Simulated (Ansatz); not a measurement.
Consider ZrS₂ in the CdI2 type structure (space group P-3m1, No. 164; a = 3.635 Å, c = 5.720 Å; layered, stacked along the Cartesian z axis).

Computed with PBE-D3(BJ) (Ansatz, a quantum-chemistry and plane-wave program; PAW; 420 eV plane waves; spin-orbit coupling left out).

For the base:

The width of the top valence band is 2.07 eV. The band gap is 0.66 eV and the gap character is indirect, Γ → L.

Perturbation: hydrostatic tension (pressure −1 GPa).

### Question
How does this affect the width of the top valence band?

### Answer
The width of the top valence band decreases by 0.16 eV to 1.91 eV.

### Question
What happens to the band gap?

### Answer
The band gap rises by 0.17 eV, from 0.66 eV to 0.83 eV.

### Question
How does this affect the gap character?

### Answer
The gap character goes from indirect, Γ → L to indirect, K–Γ (87 % along) → L.

Load acts through the strain it causes; cell and atoms are relaxed under it. Whether these cells are dynamically stable was not tested.
